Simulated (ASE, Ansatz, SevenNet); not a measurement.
# Equilibrium lattice constant a of L1₂ (Cu3Au-type) Cu₃Au: levels of theory against measurement

Reference value: 3.75 Å (measured, temperature not stated, no zero-point or thermal correction; as tabulated in Nepal et al. (2019), arXiv:1905.09348).

| level (code) | value (Å) | difference (%) |
|---|---|---|
| EMT (ASE) | 3.708 | -1.12 |
| SevenNet-0 | 3.774 | +0.64 |
| LDA (Ansatz) | 3.671 | -2.11 |
| PBE (Ansatz) | 3.780 | +0.80 |
| PBE-D4 (Ansatz) | 3.730 | -0.53 |
| HSE06 (Ansatz) | 3.773 | +0.61 |
| Hartree–Fock (Ansatz) | 4.049 | +7.97 |

The reference's temperature isn't stated, so close values are not ranked against it. Off by more than 1.25 %, or 1.75 % on the side where a correction would as a rule narrow the miss (bounds picked here): Hartree–Fock (+7.97 %), LDA (-2.11 %).

The reference isn't brought to a static lattice, while the calculations are for one, so the differences are not the levels' errors alone. A static lattice is as a rule a little smaller than the measured one.  Density-functional levels without +SOC have no spin–orbit coupling. HSE06: exact exchange on metals is sensitive to the k mesh and can open a false gap. HSE06: the run warned that the count of filled bands differs between k points. Hartree–Fock: the cell is over a tenth larger than the published one: the level's own overestimate first of all, though another phase or state, or a fault of the published cell, is possible. Hartree–Fock: the run has no spin polarisation, so it can have missed a magnetic state. Cutoffs and k meshes differ between the levels. Ansatz's density-functional and Hartree–Fock values are scalar-relativistic unless marked +SOC, with PAW data made under PBE.

Empirical potentials (EMT) are fitted to chosen data: where that held the value shown, agreement is built in, and what lay outside the fit can be far off. Machine-learned potentials (SevenNet-0) are trained on DFT data: a solid inside that data is no test of them.

Differences are worked out from the printed values.

Ansatz is an electronic-structure program.
